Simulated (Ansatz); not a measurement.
Take NiGe (space group Pnma, No. 62; a = 5.3250 Å, b = 3.4413 Å, c = 5.8000 Å; non-magnetic) as the base.

All numbers come from r2SCAN, PAW, 500 eV (Ansatz, an electronic-structure program; no spin-orbit coupling).

Base values:

```
Item                Value
---------------  --------
Band gap             zero
Volume per atom  13.29 Å³
```

Modification: full substitution Ni → Pd, then cell and atoms are relaxed.

Tabulated Pauling electronegativity and covalent radius: Ni 1.91, 1.24 Å; Pd 2.20, 1.39 Å.

Q: What does the calculation give for the band gap after the change?

A: The band gap is still zero.

Q: What does the calculation give for the volume per atom after the change?

A: The volume per atom goes up by 2.85 Å³ to 16.14 Å³.

Whether these cells are dynamically stable was not tested. Seeded moments were not kept for the base. All final runs are without spin polarisation.
